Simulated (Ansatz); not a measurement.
Terminations of the (110) surface of germanium, measured from the surface 'H on every dangling bond'. Atoms come from or go to: B: alpha boron, Cl: ½ Cl2(g), Ga: alpha gallium, Ge: germanium, H: ½ H2(g), P: black phosphorus, S: ⅛ S8(g), Si: silicon. ΔE is the energy of forming the row's surface from that one (negative: more stable at these reservoirs); the vacuum level's shift is aligned on the shared bottom. No zero-point or thermal terms. These are constructed structures in small cells; real faces may alloy, dewet or reconstruct in larger ones, and not all known structures of the face are among them. Slabs of about 16 Å with all that they carry, Fermi-Dirac smearing of 0.025 eV. Bottom of the slabs: built like the top, H on every dangling bond, free. Relaxed from the named starts with such symmetry as they have, on meshes of like density; energies extrapolated to zero smearing; no spin-orbit coupling, no U. Spin-polarised runs, if any, are marked in brackets, and their order is one that fits the cell; the others ran without spin. Where a second, spin-polarised start was run, the lower counts. A dash marks a value that is undefined for that row (no clear gap, or no work function of a gapped slab) or was not read reliably on its mesh.

The numbers are results of PBE (plane waves to 420 eV, PAW; Ansatz, a program for electronic structure), not measurements.

```
surface                                                                                                                                 atoms added per 1x1  ΔE per 1x1 (eV)  shift of the vacuum level (eV)  work function (eV)
--------------------------------------------------------------------------------------------------------------------------------  -------------------------  ---------------  ------------------------------  ------------------
B on one of 2 atoms under the surface, Cl on every dangling bond (like top atoms buckled by 0.5 Å) [spin start, no net moment]     +1 B, +2 Cl, -1 Ge, -2 H            -1.23                            1.99                6.59
H on every dangling bond                                                                                                                               none             0.00                            0.00                   –
Ga on one of 2 atoms under the surface, Cl on every dangling bond (like top atoms buckled by 0.6 Å) [spin start, no net moment]   +2 Cl, +1 Ga, -1 Ge, -2 H            -2.20                            2.00                6.56
SH on every dangling bond                                                                                                                              +2 S            -1.03                            0.76                   –
Si on one of 2 atoms of the third shell, H on every dangling bond                                                                              -1 Ge, +1 Si                …                           -0.01                   –
Ga on one of 2 surface atoms, no caps [spin start, no net moment]                                                                        +1 Ga, -1 Ge, -2 H                …                            0.33                4.69
Si on one of 2 atoms under the surface, H on every dangling bond                                                                               -1 Ge, +1 Si                …                            0.01                   –
P on one of 2 atoms of the third shell, H on every dangling bond [spin start, no net moment]                                                    -1 Ge, +1 P             0.63                           -0.25                   –
Ga on one of 2 atoms under the surface, no caps (like top atoms buckled by 0.7 Å) [spin start, no net moment]                            +1 Ga, -1 Ge, -2 H             1.00                            0.19                4.59
Ga on one of 2 atoms of the third shell, Cl on every dangling bond (like top atoms buckled by 0.4 Å) [spin start, no net moment]  +2 Cl, +1 Ga, -1 Ge, -2 H            -2.22                            1.78                6.44
```

**Question.** Some entries are withheld; supply them.

**Answer.** 
- Si on one of 2 atoms of the third shell, H on every dangling bond, ΔE per 1x1 (eV): 0.07
- Ga on one of 2 surface atoms, no caps [spin start, no net moment], ΔE per 1x1 (eV): 0.80
- Si on one of 2 atoms under the surface, H on every dangling bond, ΔE per 1x1 (eV): 0.06
